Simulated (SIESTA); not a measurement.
# Worked example: self-consistent single point of MgSi (C2/m, 12 atoms in the cell) in SIESTA

Method of the run: LDA PW92, numerical atomic orbitals TZP, PseudoDojo LDA standard norm-conserving potentials (rewritten from UPF to PSML) in SIESTA.

Input:

```
# files in the folder: Mg.psml Si.psml (PseudoDojo LDA standard)
SystemName  MgSi
SystemLabel mgsi

NumberOfAtoms                12
NumberOfSpecies              2
%block ChemicalSpeciesLabel
  1 12 Mg
  2 14 Si
%endblock ChemicalSpeciesLabel
LatticeConstant              5.877850 Ang
%block LatticeVectors
     0.938266543   -0.345913046    0.000000000
     0.938266543    0.345913046    0.000000000
    -0.482449535    0.000000000    1.716276700
%endblock LatticeVectors
AtomicCoordinatesFormat      ScaledCartesian
%block AtomicCoordinatesAndAtomicSpecies
     0.292282605   -0.000000000    0.151959139  1
     1.101800946   -0.000000000    1.564317561  1
     0.367482160   -0.000000000    1.180180510  1
     1.026601391    0.000000000    0.536096190  1
    -0.183520724    0.000000000    1.301864528  1
     1.577604275    0.000000000    0.414412172  1
     0.395640405    0.000000000    0.655840815  2
     0.998443146   -0.000000000    1.060435885  2
    -0.025580566   -0.000000000    0.826387231  2
     1.419664117   -0.000000000    0.889889469  2
     0.796944016   -0.000000000    0.141592828  2
     0.597139535   -0.000000000    1.574683872  2
%endblock AtomicCoordinatesAndAtomicSpecies

XC.functional                LDA
XC.authors                   PW92
PAO.BasisSize                TZP
PAO.EnergyShift              0.01 Ry
MeshCutoff                   300 Ry
%block kgrid.MonkhorstPack
    5   0   0  0.0
    0   5   0  0.0
    0   0   2  0.0
%endblock kgrid.MonkhorstPack
OccupationFunction           FD
ElectronicTemperature        0.1 eV

MaxSCFIterations             150
SCF.Mixer.Method             Pulay
SCF.Mixer.Weight             0.1
SCF.Mixer.History            8
SCF.DM.Tolerance             1.0E-04
Diag.ParallelOverK           true
WriteForces                  true
Charge.Mulliken              end
```

Output, abridged:

```
reinit: Reading from file input.fdf

reinit: System Name: MgSi
reinit: System Label: mgsi

coor:   Atomic-coordinates input format  =     Cartesian coordinates
coor:                                          (in units of alat)

siesta: Atomic coordinates (Bohr) and species
siesta:      3.24654  -0.00000   1.68789  1        1
siesta:     12.23828  -0.00000  17.37570  1        2
siesta:      4.08182  -0.00000  13.10889  1        3
siesta:     11.40300   0.00000   5.95470  1        4
siesta:     -2.03846   0.00000  14.46050  1        5
siesta:     17.52328   0.00000   4.60309  1        6
siesta:      4.39459   0.00000   7.28477  2        7
siesta:     11.09023  -0.00000  11.77882  2        8
siesta:     -0.28414  -0.00000   9.17912  2        9
siesta:     15.76896  -0.00000   9.88447  2       10
siesta:      8.85208  -0.00000   1.57275  2       11
siesta:      6.63274  -0.00000  17.49084  2       12

siesta: System type = bulk

initatomlists: Number of atoms, orbitals, and projectors:     12   162   156

siesta: ******************** Simulation parameters ****************************
redata: Spin configuration                          = none
redata: Time-Reversal Symmetry                      = T
redata: Number of Atomic Species                    =        2
redata: Mesh Cutoff                                 =   300.0000 Ry
redata: Net charge of the system                    =     0.0000 |e|
redata: Min. number of SCF Iter                     =        0
redata: Max. number of SCF Iter                     =      150
redata: SCF convergence failure will abort job
redata: SCF mix quantity                            = Hamiltonian
redata: Mix DM or H after convergence               =   F
redata: Recompute H after scf cycle                 =   F
redata: Mix DM in first SCF step                    =   T
redata: No kicks to SCF
redata: DM Mixing Weight for Kicks                  =     0.5000
   [... lines left out ...]
diag: Parallel distribution                         =     1 x     1
diag: Used triangular part                          = Lower
diag: Absolute tolerance                            =  0.100E-15
diag: Orthogonalization factor                      =  0.100E-05
diag: Memory factor                                 =  1.0000

superc: Internal auxiliary supercell:     5 x     5 x     3  =      75
superc: Number of atoms, orbitals, and projectors:    900  12150  11700

                        Single-point calculation

superc: Internal auxiliary supercell:     5 x     5 x     3  =      75
superc: Number of atoms, orbitals, and projectors:    900  12150  11700

outcell: Unit cell vectors (Ang):
        5.514990   -2.033225    0.000000
        5.514990    2.033225    0.000000
       -2.835766    0.000000   10.088017

outcell: Cell vector modules (Ang)   :    5.877850    5.877850   10.479010
outcell: Cell angles (23,13,12) (deg):    104.7089    104.7089     40.4751
outcell: Cell volume (Ang**3)        :    226.2382
new_DM -- step:     1
Initializing Density Matrix...

Attempting to read DM from file... Failed...
DM filled with atomic data:

InitMesh: MESH = 60 x 60 x 150 = 540000
InitMesh: Mesh cutoff (required, used) =   300.000   352.975 Ry

stepf: Fermi-Dirac step function
        iscf     Eharris(eV)        E_KS(eV)     FreeEng(eV)     dDmax    Ef(eV) dHmax(eV)
   scf:    1   -10335.528248   -10364.906919   -10365.007869  1.643781 -3.766297  7.034055
   scf:    2   -10367.200466   -10366.223482   -10366.322365  0.039799 -3.733805  4.881525
   scf:    3   -10367.588958   -10366.966618   -10367.062912  0.034584 -3.708872  3.615502
   scf:    4   -10367.662069   -10367.457166   -10367.554854  0.055088 -3.671297  1.435353
   scf:    5   -10367.535743   -10367.514117   -10367.613809  0.031816 -3.687004  0.362942
   scf:    6   -10367.513442   -10367.517366   -10367.618063  0.007095 -3.689954  0.188784
   scf:    7   -10367.524335   -10367.523320   -10367.622712  0.008406 -3.700030  0.063852
   scf:    8   -10367.520493   -10367.522723   -10367.622589  0.001842 -3.701184  0.087548
   scf:    9   -10367.523586   -10367.523920   -10367.623102  0.002130 -3.703433  0.043826
   scf:   10   -10367.523682   -10367.523912   -10367.623326  0.000680 -3.703199  0.003543
   scf:   11   -10367.523906   -10367.523909   -10367.623327  0.000049 -3.703229  0.003012
   scf:   12   -10367.523934   -10367.523922   -10367.623328  0.000125 -3.703425  0.000656
   scf:   13   -10367.523921   -10367.523921   -10367.623328  0.000008 -3.703438  0.000541
SCF Convergence by DM+H criterion
max |DM_out - DM_in|         :     0.0000082335
max |H_out - H_in|      (eV) :     0.0005406973
SCF cycle converged after 13 iterations

Using DM_out to compute the final energy and forces

siesta: E_KS(eV) =           -10367.5239

siesta: E_KS - E_eggbox =    -10367.5239

siesta: Atomic forces (eV/Ang):
     1   -0.020070    0.000000   -0.007859
     2    0.020070   -0.000000    0.007859
     3   -0.054852    0.000000    0.046155
     4    0.054852    0.000000   -0.046155
     5   -0.046394   -0.000000    0.056728
     6    0.046394    0.000000   -0.056728
     7   -0.043589    0.000000    0.153276
     8    0.043589   -0.000000   -0.153276
     9   -0.030842    0.000000    0.056041
    10    0.030842    0.000000   -0.056041
    11    0.022168    0.000000   -0.007142
    12   -0.022168    0.000000    0.007142
   Tot   -0.000000    0.000000   -0.000000
   Max    0.153276
   Res    0.047727    sqrt( Sum f_i^2 / 3N )
   Max    0.153276    constrained

Stress tensor Voigt[x,y,z,yz,xz,xy] (kbar):       19.63       19.32       14.13       -0.00       -1.32        0.00
(Free)E + p*V (eV/cell)   -10370.1216
Target enthalpy (eV/cell)   -10367.6233

siesta: Program's energy decomposition (eV):
siesta: Ebs     =     -2967.675199
siesta: Eions   =     13168.927298
siesta: Ena     =      1329.134480
siesta: Ekin    =      5731.894780
siesta: Enl     =     -2833.540871
siesta: Eso     =         0.000000
siesta: Edftu   =         0.000000
siesta: DEna    =        75.457532
siesta: DUscf   =         3.048314
siesta: DUext   =         0.000000
siesta: Ex      =     -1358.742302
siesta: Ec      =      -145.848555
siesta: Exc     =     -1504.590858
siesta: Eharris =    -10367.523921
siesta: Etot    =    -10367.523921
siesta: FreeEng =    -10367.623328

siesta: Atomic forces (eV/Ang):
siesta:      1   -0.020070    0.000000   -0.007859
siesta:      2    0.020070   -0.000000    0.007859
siesta:      3   -0.054852    0.000000    0.046155
siesta:      4    0.054852    0.000000   -0.046155
siesta:      5   -0.046394   -0.000000    0.056728
siesta:      6    0.046394    0.000000   -0.056728
   [... lines left out ...]
siesta: Cell volume =        226.238218 Ang**3
siesta:         -17.69232222        -21.09477675  kBar
   [... lines left out ...]
              0.089
   8  4.378   1.129   0.017   0.227   0.604   0.923   0.690  -0.323  -0.268
             -0.272   0.545   0.286   0.433   0.067   0.104   0.068   0.059

              0.089
   9  4.225   1.079  -0.041   0.341   0.361   0.752   0.499  -0.080  -0.398
             -0.053   0.437   0.553   0.285   0.070   0.105   0.076   0.099

              0.140
  10  4.225   1.079  -0.041   0.341   0.361   0.752   0.499  -0.080  -0.398
             -0.053   0.437   0.553   0.285   0.070   0.105   0.076   0.099

              0.140
  11  4.510   1.234   0.046   0.131   0.909   0.656   0.839  -0.392  -0.348
             -0.227   0.468   0.595   0.297   0.052   0.059   0.063   0.079

              0.050
  12  4.510   1.234   0.046   0.131   0.909   0.656   0.839  -0.392  -0.348
             -0.227   0.468   0.595   0.297   0.052   0.059   0.063   0.079

              0.050

mulliken: Qtot =       84.000

Mulliken Atomic Populations:
Atom #   charge [q] valence [e]  Species
     1     0.318404    9.681596  Mg
     2     0.318404    9.681596  Mg
     3     0.415801    9.584199  Mg
     4     0.415801    9.584199  Mg
     5     0.379208    9.620792  Mg
     6     0.379208    9.620792  Mg
     7    -0.377864    4.377864  Si
     8    -0.377864    4.377864  Si
     9    -0.225219    4.225219  Si
    10    -0.225219    4.225219  Si
    11    -0.510331    4.510331  Si
    12    -0.510331    4.510331  Si
 Total     0.000000
```

The run converged in 13 iterations.

The starting cell comes from a database of computed structures (which also holds hypothetical and non-ambient phases and stackings), without a prior relaxation at this level. Values carry the incompleteness of an atom-centred basis.

Cost on one core of a shared machine: roughly 2 min.
